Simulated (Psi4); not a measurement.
Psi4 1.11, PBE0/def2-svp: Ni(CO)4 ([O+]#[C-]->[Ni](<-[C-]#[O+])(<-[C-]#[O+])<-[C-]#[O+]), 9 atoms. The geometry is a generated start, not checked to be a minimum at this level.

* **task**: energy
* **method**: pbe0
* **basis**: def2-svp
* **memory**: 3 GB
* **maxiter**: 100
* **keys of the molecule block**: symmetry c1
* **scf_type**: df (default)
* **e_convergence**: 1e-06 (default)
* **d_convergence**: 1e-06 (default)
* **dft_radial_points**: 75 (default)
* **dft_spherical_points**: 302 (default)
* **basis functions**: 143
* **grid points**: 194602

```xyz
9

Ni    -0.0005    -0.0045     0.0038
O      1.9346     1.4772    -1.6537
C      1.1920     0.9067    -1.0173
O      1.4384    -1.4148     2.1568
C      0.8834    -0.8753     1.3303
O     -1.4430    -1.9496    -1.6777
C     -0.8883    -1.2056    -1.0290
O     -1.9283     1.9013     1.1625
C     -1.1882     1.1646     0.7243
```

Charge 0 and multiplicity 1 are set for this test and not shown to be the ground state.

With the defaults (diis = true, scf_initial_accelerator = adiis, damping_percentage = 0, guess = auto, which took SAD, soscf = false, soscf_start_convergence = 0.01, level_shift = 0, level_shift_cutoff = 0.01, diis_max_vecs = 10) it converges in 14 SCF iterations. One run each on 2 threads, with these changes:
- level_shift = 0.1, level_shift_cutoff = 0.001
- soscf = true, soscf_start_convergence = 0.001
- guess = modhuckel
- guess = sapgau
- scf_initial_accelerator = none
- soscf = true
- diis_max_vecs = 3
- diis = false, scf_initial_accelerator = none, damping_percentage = 60
- guess = sadno

Task: Which runs fail or end elsewhere than the default run?

Result: No convergence: diis = false, scf_initial_accelerator = none, damping_percentage = 60 (the run ends without SCF convergence in 100 iterations). The rest reach the solution of the defaults.

```tsv
setting	SCF iterations	JK calls	end
soscf = true	11	32	same solution
soscf = true, soscf_start_convergence = 0.001	11	22	same solution
guess = modhuckel	12	32	same solution
guess = sadno	13	13	same solution
the defaults	14	15	same solution
guess = sapgau	14	14	same solution
scf_initial_accelerator = none	14	15	same solution
level_shift = 0.1, level_shift_cutoff = 0.001	15	16	same solution
diis_max_vecs = 3	18	19	same solution
diis = false, scf_initial_accelerator = none, damping_percentage = 60	100	101	no convergence
```

An SOSCF iteration holds several JK calls; a Hückel guess adds calls on atoms. 1 further run of the study ended by our limits or in an error and is left out.
